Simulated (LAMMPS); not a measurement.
Pressure dependence of CeO2 (fluorite) at 1620 K, from the crystal.

All values are model results, not measurements: classical MD, Buckingham potential of Lewis and Catlow, J. Phys. C 18, 1149 (1985), first set, used with rigid ions (no shells), PPPM sums, short-range terms cut at 10 Å, modified for these runs by an r^-4 repulsive force inside the short-range force's maximum, run in LAMMPS.

```tsv
P (GPa)	state	volume	coordination number of Ce by O
0	crystal; no diffusion seen in 21 ps	14.185 ± 0.005 Å³/atom	8.00 (counted to 3.50 Å)
2	crystal; no diffusion seen in 21 ps	14.014 ± 0.002 Å³/atom	-
5	crystal; no diffusion seen in 21 ps	13.770 ± 0.003 Å³/atom	8.0 (counted to 3.54 Å)
```

Caution: the potential ionic pair potential lewis1985a is fitted to static crystal properties with a polarisable anion, which is rigid here.

Caution: a run this short can hold a crystal over, or a liquid under, the potential's own melting point, which these runs don't give.

Estimate the isothermal bulk modulus at zero pressure. A parabola P(ln V) through the three points gives −dP/d ln V = 160 GPa at zero pressure.

States go by the mean squared displacement: a species diffuses where it passes 1.5 Å², still rises and gives D over 1e-6 cm²/s; a crystal has left its structure where atoms lie 0.35 Å off their sites on average or a cubic box changes its shape by 3 %, or the axial ratios of another lie 8 % off the starting cell's, which the potential's own relaxation can also do.

The ± values are statistical; the model's systematic error is not in them.
